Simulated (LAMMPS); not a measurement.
Melts of Si (diamond structure) cooled to 300 K at several rates.

Model: classical MD, pair style tersoff, file SiC_1994.tersoff; code LAMMPS.

```tsv
cooling rate (K/s)	energy above the crystal	state	density	coordination number	rough cost
3e+12	0.232 eV/atom	glass	2.27 g/cm³ (one sample)	4.07 (counted to 2.82 Å)	18 core-minutes
1e+13	0.260 eV/atom	glass	2.27 g/cm³ (one sample)	4.10 (counted to 2.82 Å)	7 core-minutes
1e+14	0.306 eV/atom	glass	2.31 g/cm³ (one sample)	4.17 (counted to 2.82 Å)	5 core-minutes
```

Costs are rough and include melting and analysis.
